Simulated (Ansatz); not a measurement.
Given:

End structure of the (111) surface of fcc Cu, clean 1x1 (bottom of the slab: a bare face, its two planes held):

```xyz
6
Lattice="2.5668 0.0000 0.0000 -1.2834 2.2229 0.0000 0.0000 0.0000 26.5000" Properties=species:S:1:pos:R:3 pbc="T T T"
Cu     0.0000     1.4819     8.0105
Cu     1.2834     0.7410    10.1063
Cu     0.0000     0.0000    12.1962
Cu     0.0000     1.4819    14.2939
Cu     1.2834     0.7410    16.3848
Cu     0.0000     0.0000    18.4626
```

Model: 6-atom slab, 10.5 Å thick at the start with caps and adatoms (thin: gaps and levels are the slab's own), 17x17x1 mesh, Fermi-Dirac 0.1 eV, dipole correction, single point; on the structure that PBE left under its start's symmetry; no spin, no spin-orbit, no U.

Task: Give the work function of the top face at the level Ansatz (a quantum-chemistry and plane-wave program) with r2SCAN, at the PBE geometry.

Result: 4.83 eV
